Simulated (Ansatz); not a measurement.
HfN under a change: biaxial strain +1.25 %, plane normal [111], relaxed out of plane

Consider HfN in the rock salt structure (space group Fm-3m, No. 225; a = 4.502 Å; relaxed with 0.1 eV smearing). Axes: x, y, z lie along the cube axes.

It is then changed as follows: biaxial strain +1.25 %, plane normal [111], relaxed out of plane (Cartesian); in-plane vectors clamped, the third vector and the atoms free.

Level of theory: DFT with PBEsol, PAW potentials and a 420 eV plane-wave cutoff in Ansatz (an electronic-structure program), no spin-orbit coupling. Γ-centred 22×22×22 mesh, Fermi–Dirac width 0.1 eV.

```tsv
quantity	base	changed	shift
volume per atom	11.40 Å³	11.57 Å³	+0.161 Å³
space group	Fm-3m (No. 225)	R-3m (No. 166)	–
shortest interatomic distance	2.251 Å	2.262 Å	+0.011 Å
energy relative to the base (free energy F)	0 meV/atom	+5.2 meV/atom	+5.2 meV/atom
band gap	zero	zero	–
out-of-plane strain	–	-1.07 %	–
ratio −ε⊥/ε∥	–	0.86	–
mean in-plane stress (compression positive)	–	-5.8 GPa	–
```

Whether these cells are dynamically stable was not tested. All final runs are without spin polarisation. An odd electron count without spin: HfN.
